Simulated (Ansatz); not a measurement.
Consider the energy of the reaction as written. Reaction: cell B + 9 H2O (gas) → cell A + 9 H2 (gas). A negative value means that the right-hand side lies lower.

Cell A: a slab of Ti (hcp, P6₃/mmc) cut along (0001), 55 atoms, hexagonal cell of 8.82 Å (67.4 Å²), symmetry P3m1 within 0.02 Å, 11.3 Å thick under 16 Å of vacuum, in-plane vectors held at the crystal's; planes from bottom to top: Ti9 × 5 | O9 | H, its two faces unlike (dipole correction applied); added, foreign or displaced atoms, above the top plane: O bound to 3 Ti at 1.90 Å; six times O bound to 3 Ti at 1.84–1.97 Å; OH bound through O to 3 Ti at 2.11 Å; O bound to 3 Ti at 1.91 Å; spin state with PBE: run without spin, k-point mesh 5×5×1.
```
Ti45HO9
1.0
    8.81956     0.00000     0.00000
    4.40978     7.63796     0.00000
    0.00000     0.00000    27.26492
Ti O H
45 9 1
Direct
  0.99981   0.99981   0.29536
  0.33371   0.99981   0.29536
  0.66642   0.00049   0.29593
  0.99981   0.33371   0.29536
  0.33385   0.33385   0.29504
  0.66564   0.33385   0.29504
  0.00049   0.66642   0.29593
  0.33385   0.66564   0.29504
  0.66642   0.66642   0.29593
  0.88787   0.22273   0.37476
  0.22273   0.22273   0.37476
  0.55516   0.22301   0.37540
  0.88894   0.55545   0.37549
  0.22301   0.55516   0.37540
  0.55516   0.55516   0.37540
  0.88894   0.88894   0.37549
  0.22273   0.88787   0.37476
  0.55545   0.88894   0.37549
  0.99910   0.99910   0.46220
  0.33514   0.99910   0.46220
  0.66694   0.99945   0.46447
  0.99910   0.33514   0.46220
  0.33403   0.33403   0.46189
  0.66528   0.33403   0.46189
  0.99945   0.66694   0.46447
  0.33403   0.66528   0.46189
  0.66694   0.66694   0.46447
  0.89182   0.22076   0.54578
  0.22076   0.22076   0.54578
  0.55806   0.21722   0.54839
  0.88902   0.55529   0.54861
  0.21722   0.55806   0.54839
  0.55806   0.55806   0.54839
  0.88902   0.88902   0.54861
  0.22076   0.89182   0.54578
  0.55529   0.88902   0.54861
  0.00178   0.00178   0.63557
  0.32977   0.00178   0.63557
  0.66476   0.00382   0.64630
  0.00178   0.32977   0.63557
  0.32984   0.32984   0.63111
  0.67366   0.32984   0.63111
  0.00382   0.66476   0.64630
  0.32984   0.67366   0.63111
  0.66476   0.66476   0.64630
  0.11111   0.11111   0.66865
  0.43985   0.11479   0.67082
  0.77870   0.11479   0.67082
  0.11479   0.43985   0.67082
  0.44444   0.44444   0.67459
  0.77870   0.43985   0.67082
  0.11479   0.77870   0.67082
  0.43985   0.77870   0.67082
  0.77778   0.77778   0.67657
  0.44444   0.44444   0.71028
```

Cell B: a slab of Ti (hcp, P6₃/mmc) cut along (0001), 46 atoms, hexagonal cell of 8.82 Å (67.4 Å²), symmetry P3m1 within 0.02 Å, 10.2 Å thick under 16 Å of vacuum, in-plane vectors held at the crystal's; planes from bottom to top: Ti9 × 5 | H; added, foreign or displaced atoms, above the top plane: H bound to 3 Ti at 1.98 Å; spin state with PBE: run without spin, k-point mesh 5×5×1.
```
Ti45H
1.0
    8.81956     0.00000     0.00000
    4.40978     7.63796     0.00000
    0.00000     0.00000    26.26360
Ti H
45 1
Direct
  0.99998   0.99998   0.30867
  0.33337   0.99998   0.30867
  0.66666   0.00002   0.30868
  0.99998   0.33337   0.30867
  0.33334   0.33334   0.30875
  0.66665   0.33334   0.30875
  0.00002   0.66666   0.30868
  0.33334   0.66665   0.30875
  0.66666   0.66666   0.30868
  0.88887   0.22223   0.39145
  0.22223   0.22223   0.39145
  0.55560   0.22213   0.39155
  0.88887   0.55559   0.39145
  0.22213   0.55560   0.39155
  0.55560   0.55560   0.39155
  0.88887   0.88887   0.39145
  0.22223   0.88887   0.39145
  0.55559   0.88887   0.39145
  0.99996   0.99996   0.48168
  0.33341   0.99996   0.48168
  0.66662   0.00010   0.48175
  0.99996   0.33341   0.48168
  0.33336   0.33336   0.48202
  0.66661   0.33336   0.48202
  0.00010   0.66662   0.48175
  0.33336   0.66661   0.48202
  0.66662   0.66662   0.48175
  0.88834   0.22250   0.57191
  0.22250   0.22250   0.57191
  0.55547   0.22239   0.57257
  0.88909   0.55516   0.57184
  0.22239   0.55547   0.57257
  0.55547   0.55547   0.57257
  0.88909   0.88909   0.57184
  0.22250   0.88834   0.57191
  0.55516   0.88909   0.57184
  0.00027   0.00027   0.65471
  0.33280   0.00027   0.65471
  0.66757   0.99819   0.65460
  0.00027   0.33280   0.65471
  0.33510   0.33510   0.65617
  0.66314   0.33510   0.65617
  0.99819   0.66757   0.65460
  0.33510   0.66314   0.65617
  0.66757   0.66757   0.65460
  0.44444   0.44444   0.69700
```

Reference: an isolated H2 molecule (singlet) in a box of 11 × 11 × 13 Å.

Reference: an isolated H2O molecule (singlet) in a box of 11 × 13 × 13 Å.

Computed with Ansatz (plane waves, PAW), its default PAW set, cutoff 420 eV, 500 eV for r2SCAN. The structures are at rest with PBE, within the held lattices; other levels are single points on them. Neutral cells; Fermi-Dirac smearing of at most 0.10 eV in the solids, energies taken to zero width. The lattices are those relaxed with PBE, so at other levels the solids can be strained, which adds to the spread. Larger cells are relaxed from a start prepared with the learned potential CHGNet, on a coarser mesh till forces fall under 0.03 eV/Å, which some starts already meet. A dispersion term (D3(BJ), or D4 for r2SCAN) was computed beside these levels and is taken off wherever the name lacks it. Static lattices, no vibrational contributions. The structures are the rest points that the relaxations reached, not proven lowest. Values are for these cell sizes. Cell A has symmetry P3m1 within 0.02 Å and got no random move, so less symmetric positions, which may lie lower, weren't tried. Cell B has symmetry P3m1 within 0.02 Å and got no random move, so less symmetric positions, which may lie lower, weren't tried.

**Question.** What is the computed value (r2SCAN)?

**Answer.** -27.99 eV, for cell B + 9 H2O (gas) → cell A + 9 H2 (gas).

**Question.** How does the value move with the functional?

**Answer.** 
```csv
Level,value (eV),less r2SCAN
PBE,-23.75,4.24
```

The levels shown span 4.24 eV, from r2SCAN (-27.99) to PBE (-23.75).

Ansatz is an electronic-structure program.
